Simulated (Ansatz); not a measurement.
**PbTe (model structure, started from the 4H type, P6₃mc, No. 186, 8 atoms in the cell): c axis length by level of theory**

No measured value is used here.

```json
[
 {"level (code)": "PBE (Ansatz)", "value (Å)": "13.192"},
 {"level (code)": "PBEsol (Ansatz)", "value (Å)": "___"},
 {"level (code)": "PBE-D3(BJ) (Ansatz)", "value (Å)": "12.868"}
]
```

### Question
Some entries are withheld; supply them.

### Answer

- PBEsol (Ansatz, a first-principles code), value (Å): 12.768

Density-functional levels without +SOC have no spin–orbit coupling. Ansatz's density-functional and Hartree–Fock values are scalar-relativistic unless marked +SOC, with PAW data made under PBE.

A model structure was made by putting elements into a prototype or built by hand; it is no filed structure, need not be a known phase, and can be a saddle point held by its symmetry.
